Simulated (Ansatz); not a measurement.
Given:

```
CELL_PARAMETERS angstrom
     -3.33402     3.33402     3.01731
      3.33402    -3.33402     3.01731
      3.33402     3.33402    -3.01731
ATOMIC_POSITIONS crystal
  O  0.13502 0.31886 0.81616
  O  0.61498 0.93114 0.68384
  O  0.24730 0.93114 0.31616
  O  0.50270 0.31886 0.18384
  O  0.68114 0.86498 0.18384
  O  0.06886 0.75270 0.68384
  O  0.06886 0.38502 0.31616
  O  0.68114 0.49730 0.81616
  Si 0.50000 0.50000 0.00000
  Si 0.25000 0.75000 0.50000
  Hf 0.75000 0.25000 0.50000
  Hf 0.00000 0.00000 0.00000
```

No spin polarisation.

Level of theory: PBE (Ansatz, a program for electronic structure, PAW, spin-orbit coupling left out). k-mesh 6×6×6 (Γ-centred); smearing 0.05 eV (Fermi–Dirac).

Problem. What is the computed pressure (mean of the normal stresses, compression positive)?

Solution. -2.15 GPa.

Problem. Predict the space group.

Solution. I4_1/amd (No. 141).

The cells carry an imposed strain or load. No phonon test of stability was made. The cell was made from HfSiO₄ (space group I4_1/amd, No. 141) by this change: isotropic strain +0.34 %.
